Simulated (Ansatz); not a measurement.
The starting structures come from a database of crystals and need not be the phases stable at ambient conditions.

By PBEsol, the system below comes out a metal.

The ballistic (Sharvin) conductance counts the channels at the Fermi level: G/A = (e²/h) × channels of both spins per area.

Input:

```xyz
2
Lattice="2.8776 0.0000 0.0000 0.0000 2.8776 0.0000 0.0000 0.0000 2.7913" Properties=species:S:1:pos:R:3 pbc="T T T"
Ga     0.0000     0.0000     0.0000
Ni     1.4388     1.4388     1.3956
```

Space group of this cell: P4/mmm. The cell is strained (lengths along the current scaled by 0.97, ions clamped); by PBEsol its mean pressure is 4.9 GPa.

The current flows along the normal of the first two printed cell vectors, the (001) (indices of the unstrained crystal) plane of the conventional cell. No spin-orbit coupling; the value is a mean over 0.1 eV about the Fermi level.

### Question
Predict the ballistic conductance per area from PBEsol run with Ansatz (a first-principles code).

### Answer
1.1 × 10¹⁵ S/m² for both spins.
